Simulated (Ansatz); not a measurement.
**A self-consistent single point of Nb₃Au₂ (I4mm, 5 atoms in the cell) with Ansatz (a quantum-chemistry and plane-wave program)**

Method: PBEsol, default PAW files made with PBE (plane waves; Ansatz).

Input as run:

Ansatz 0.2 input:
```yaml
# Nb3Au2
crystal:
  lattice:
    - [-1.71292800, 1.71292800, 7.68388300]
    - [1.71292800, -1.71292800, 7.68388300]
    - [1.71292800, 1.71292800, -7.68388300]
  atoms:
    - { symbol: Nb, position: [0.00325400, 0.00325400, 0.00000000] }
    - { symbol: Nb, position: [0.39924000, 0.39924000, 0.00000000] }
    - { symbol: Nb, position: [0.60076000, 0.60076000, 0.00000000] }
    - { symbol: Au, position: [0.19977000, 0.19977000, 0.00000000] }
    - { symbol: Au, position: [0.80023000, 0.80023000, 0.00000000] }
basis:
  ecutwfc: 420.0
kpoints:
  mp_grid: { grid: [9, 9, 9] }
hamiltonian:
  xc: pbesol
  pseudopotentials: { kind: paw }
scf:
  occupations: { method: fermi_dirac, width: 0.1 }
output:
  forces: true
  eigenvalues: true
  stress: true
```

Output, abridged:

```
WARN ansatz: RAYON_NUM_THREADS=1 ignored (pool sized by the plan → 1); use --threads N
basis.fft_grid_basis auto: the FFT boxes are laid along the combinations [[1, 0, 1], [0, 1, 1], [0, 0, 1]] of the cell's own vectors, 3.426, 3.426 and 8.057 Å …
Pseudopotentials: kind: paw
Pseudopotential: Nb, paw, valence charge 13
Pseudopotential: Au, paw, valence charge 19
Crystal: 5 atoms, lattice volume = 90.182 Å³
Basis set: ecut = 420 eV, 1761 PW (Γ), FFT grids on a1+a3, a2+a3, a3, exchange–correlation on 48×48×108 points (8 copies of the dense FFT grid, shifted against one another)
Bands: 47, of which v1, the nominal top of the filled ones, is band 39 counted from 1 (38 counted from 0)
Symmetry: 8 space group operations
Space group: I4mm (ITA 107), of the structure as read, at distance tolerance 4.5e-5 Å
k-points: 75 of 729 (time reversal used)
PAW frozen core: Nb, regenerated for the run's functional, and the local potential with it
PAW frozen core: Au, regenerated for the run's functional, and the local potential with it
Initial density: superposition of atomic densities (neutral atoms: chi_scale 0, normalization atom), corrected by the library's trained network
Initial wavefunctions: pseudopotential atomic-orbital guess
Eigensolver: davidson
Functional: x = pbesol(κ = 0.804, μ = 0.12345679012345678), c = pbesol(β = 0.046)
SCF iter   1: F=—  HF=-39501.436128 eV  |F-HF|=—  |Δ(HF+E_count)|=         —  Δρ=6.39e-3  dr2=4.15e-2  ethr=1.77e-3  ⟨swp⟩=5.2  Hψ=10708  notcnv=0
all-band conjugate gradients solve this SCF's bands
preconditioner: auto → Kerker (q_TF=auto, 2.657 Å⁻¹)
SCF iter   2: F=—  HF=-39501.433704 eV  |F-HF|=—  |Δ(HF+E_count)|=   2.42e-3  Δρ=3.32e-3  dr2=1.19e-2  ethr=5.39e-5  ⟨swp⟩=2.4  Hψ=5115  notcnv=0
SCF iter   3: F=—  HF=-39501.431627 eV  |F-HF|=—  |Δ(HF+E_count)|=   2.08e-3  Δρ=4.88e-4  dr2=3.94e-4  ethr=1.55e-5  ⟨swp⟩=2.1  Hψ=4846  notcnv=0
SCF iter   4: F=—  HF=-39501.431576 eV  |F-HF|=—  |Δ(HF+E_count)|=   5.12e-5  Δρ=1.09e-4  dr2=2.28e-5  ethr=5.12e-7  ⟨swp⟩=2.0  Hψ=4246  notcnv=0
SCF iter   5: F=—  HF=-39501.431566 eV  |F-HF|=—  |Δ(HF+E_count)|=   9.47e-6  Δρ=2.62e-5  dr2=9.56e-7  ethr=2.96e-8  ⟨swp⟩=2.0  Hψ=4729  notcnv=0
SCF iter   6: F=-39501.431566 eV  HF=-39501.431566 eV  |F-HF|=1.74e-8  |Δ(HF+E_count)|=   7.59e-8  Δρ=5.34e-6  dr2=3.25e-8  ethr=1.30e-10  ⟨swp⟩=5.7  Hψ=13219  notcnv=0
SCF 1 converged in 6 iterations: F = -39501.431566 eV  dr2 = 3.25e-8
SCF converged after 6 iterations
Free energy (F): -39501.431566 eV
Harris-Foulkes:  -39501.431566 eV  (|F-HF|=1.74e-8)
Internal energy: -39501.317638 eV  (E = F + TS)
E sigma→0 (E₀):  -39501.374602 eV
Entropy (-TS):   -0.113928 eV (-22.786 meV/atom)
Fermi energy:    18.581305 eV
--- Per-component energies (eV) ---
  E_band       = -701.061085
  E_kinetic    = 2386.353635
  E_local      = -6299.512591  (includes V_loc(G=0)·N_el)
  E_nonlocal   = 513.208929
  E_hartree    = 2467.118334
  E_xc         = -976.118391
  E_vxc        = -1186.083339  (∫ρ·V_xc dr)
  E_paw        = -28181.288136  (= ΣΔE_a)
  E_vpaw       = -1049.265634  (= ΣTr[D̂ρ^β])
  E_aug_tail   = 0.002802  (compensation charges beyond the density's cutoff)
  E_ewald      = -9412.267304
  E_core_change = 1.185085  (= ΣΔE_core)
  E_smearing   = -0.113928  (= −TS)
  E_closure    = -0.000000  (closes the sum)
  Σ components = -39501.431566   (vs F -39501.431566, Δ=0.00e0)
--- Forces (eV/Å), atoms counted from 1 ---
  atom   1  Nb     0.00000000    -0.00000000    -0.67767919
  atom   2  Nb     0.00000000     0.00000000     0.31023706
  atom   3  Nb    -0.00000000     0.00000000     0.14408537
  atom   4  Au    -0.00000000     0.00000000     0.04266119
  atom   5  Au    -0.00000000     0.00000000     0.18089644
  max |Σ_I F_I| component: 2.01e-4 eV/Å
--- Stress (GPa, compression-positive) ---
       -7.633887       0.000000      -0.000000
        0.000000      -7.633887      -0.000000
       -0.000000       0.000000      -7.876497
  P = ⅓ Tr σ = -7.7148 GPa (-77.148 kbar)
  The stress holds the Pulay correction. Without it, at fixed plane waves, as pw.x and ABINIT print it: P = -7.7466 GPa
--- Band table (eV; the first three rows and the last of 75) ---
  k-point 0: bands = ["-87.5291", "-87.5123", "-38.9601", "-38.9065", "-38.8952", "-38.8952", "-38.8215", "-38.8215", "-36.3607", "-36.2719", "-35.5981", "-12.5324", "-12.4623", "-12.4623", "-12.3997", "-12.3015", "-12.3015", "-11.7304", "-11.4945", [...]
  k-point 1: bands = ["-87.5289", "-87.5125", "-38.9592", "-38.9208", "-38.8978", "-38.8758", "-38.8300", "-38.8218", "-36.3543", "-36.2670", "-35.6014", "-12.5811", "-12.4923", "-12.4530", "-12.3903", "-12.3206", "-12.3089", "-11.6894", "-11.5424", [...]
  k-point 2: bands = ["-87.5282", "-87.5128", "-38.9564", "-38.9301", "-38.9044", "-38.8583", "-38.8468", "-38.8223", "-36.3407", "-36.2552", "-35.6066", "-12.6097", "-12.5690", "-12.5204", "-12.3906", "-12.3685", "-12.2962", "-11.6561", "-11.6045", [...]
  k-point 74: bands = ["-87.5290", "-87.5124", "-38.9596", "-38.9176", "-38.8930", "-38.8851", "-38.8239", "-38.8236", "-36.3567", "-36.2700", "-35.5999", "-12.5695", "-12.4548", "-12.4473", "-12.4134", "-12.3183", "-12.2992", "-11.7083", [...]
```

The run converged in 6 iterations.

The starting cell comes from a database of computed structures (which also holds hypothetical and non-ambient phases and stackings), without a prior relaxation at this level. Its lattice was rescaled by up to half a per cent. One atom was moved a little off its site on purpose. Spin-orbit coupling is off. Spin polarisation is off. With a pressure of about -8 GPa the cell is away from its equilibrium volume at this level. Ansatz's pressure includes its estimate of the finite-basis (Pulay) stress.
